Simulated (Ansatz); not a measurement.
TiTe₂ (model structure, started from the rutile type, P4₂/mnm, No. 136, 6 atoms in the cell): c axis length by level of theory

No measured value is used here.

### Question
Put these levels in order of the c axis length that they give for TiTe₂ (model structure, started from the rutile type, P4₂/mnm, No. 136, 6 atoms in the cell), smallest first: PBE (Ansatz, a program for electronic structure), PBE-D3(BJ) (Ansatz), PBEsol (Ansatz).

### Answer
PBEsol (3.644 Å), PBE-D3(BJ) (3.679 Å), PBE (3.765 Å)

Ansatz's density-functional and Hartree–Fock values are scalar-relativistic unless marked +SOC, with PAW data made under PBE.

A model structure was made by putting elements into a prototype or built by hand; it is no filed structure, need not be a known phase, and can be a saddle point held by its symmetry.
